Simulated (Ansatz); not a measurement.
Consider the formation energy of MgTe (wurtzite, P6₃mc) from the elements. Reaction: Te (P3₁21) + Mg (hcp) → MgTe (wurtzite). Negative: the products are lower in energy. The value is per atom of the solid.

MgTe (wurtzite, P6₃mc), 4 atoms in the cell, k-point mesh 12×12×6 on the run's own vectors.
```cif
data_Mg2Te2
_chemical_formula_sum 'Mg2 Te2'
_space_group_name_H-M_alt 'P63mc'
_space_group_IT_number 186
_space_group_name_Hall 'P 6c -2c'
_cell_length_a 4.54084
_cell_length_b 4.54084
_cell_length_c 7.38761
_cell_angle_alpha 90.000
_cell_angle_beta 90.000
_cell_angle_gamma 120.000
loop_
_atom_site_label
_atom_site_type_symbol
_atom_site_symmetry_multiplicity
_atom_site_Wyckoff_symbol
_atom_site_fract_x
_atom_site_fract_y
_atom_site_fract_z
_atom_site_occupancy
Mg1 Mg 2 b 0.66667 0.33333 0.49676 1
Te1 Te 2 b 0.33333 0.66667 0.37324 1
```

Te (P3₁21), 3 atoms in the cell; metallic (partly filled levels) with PBE, k-point mesh 12×12×6 on the run's own vectors. Conventional cell: a = b = 4.3164 Å, c = 5.9666 Å, α = β = 90.00°, γ = 120.00°.

Mg (hcp, P6₃/mmc), 2 atoms in the cell, k-point mesh 24×24×12 on the run's own vectors. Conventional cell: a = 3.1370 Å, b = 3.1370 Å, c = 5.1011 Å, α = 90.00°, β = 90.00°, γ = 120.00°.

Computed with Ansatz (plane waves, PAW), its default PAW set, cutoff 420 eV. The structures are at rest with PBE+D3(BJ); other levels are single points on them. HSE06 runs on coarser k-point meshes, mended by the PBE difference between the two meshes. Some cells are metallic or hold partly filled levels, where a hybrid on a coarse mesh is less sure. Neutral cells; Fermi-Dirac smearing of at most 0.10 eV in the solids, energies taken to zero width. The lattices are those relaxed with PBE+D3(BJ), so at other levels the solids can be strained, which adds to the spread. No zero-point or thermal terms. Spin-orbit coupling is left out. The state moves with the level: Te (P3₁21) is free of partly filled levels with HSE06+D3(BJ) but metallic or partly filled with PBE.

**Question.** Estimate the value that PBE+D3(BJ) returns for this input.

**Answer.** -0.81 eV/atom, for Te (P3₁21) + Mg (hcp) → MgTe (wurtzite).

**Question.** How does the value move with the functional?

**Answer.** 
```json
[
 {"Level": "HSE06+D3(BJ)", "value (eV/atom)": "-0.98", "less PBE+D3(BJ)": "-0.17"}
]
```

The levels span 0.17 eV/atom, from HSE06+D3(BJ) (-0.98) to PBE+D3(BJ) (-0.81).

Ansatz is an electronic-structure program.
